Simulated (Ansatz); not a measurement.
Cost and result by functional for the adsorption energy of CH3 on the 1x1 (111) surface of fcc Pt, one in a 2x2 cell, started at the site 'top Pt', in Ansatz (plane waves, PAW). Single points on the PBE structure, on one kind of machine; costs are rough ratios of the slab run's core time (references not counted) to the cheapest single point. r2SCAN's cost holds its higher cutoff (500 against 420 eV). Differences are taken against r2SCAN for comparison alone: no measured value is at hand, so the table doesn't rank accuracy.

Model: 20-atom slab, 6.9 Å thick at the start under the adsorbate (thin: gaps and levels are the slab's own), 6x6x1 mesh, Fermi-Dirac 0.1 eV, dipole correction, 8 atoms held, the rest relaxed; symmetry of the start imposed; spin-polarised, no spin-orbit, no U, no dispersion correction. The starting moment vanished. At the end it is bonded to Pt. In PBE it is, or lies within 0.03 eV of, the lowest of the starts that converged. These notes are the PBE run's. r2SCAN: The program's check for a lower electronic state was not made. Adsorption energies are against CH4(g) − ½ H2(g). A negative adsorption energy means that the adsorbate is more stable on the surface than in its reference.

| functional | relative cost | adsorption energy (eV) | less r2SCAN (eV) |
|---|---|---|---|
| RPBE | 1 | 0.65 | 0.33 |
| r2SCAN | 4 | 0.31 | 0.00 |
| PBE (the relaxed run's value) | – | 0.48 | 0.17 |

The values span 0.33 eV, while the single points' costs differ by a factor of roughly 4. Differences are of unrounded values.

Ansatz is a program for electronic structure.
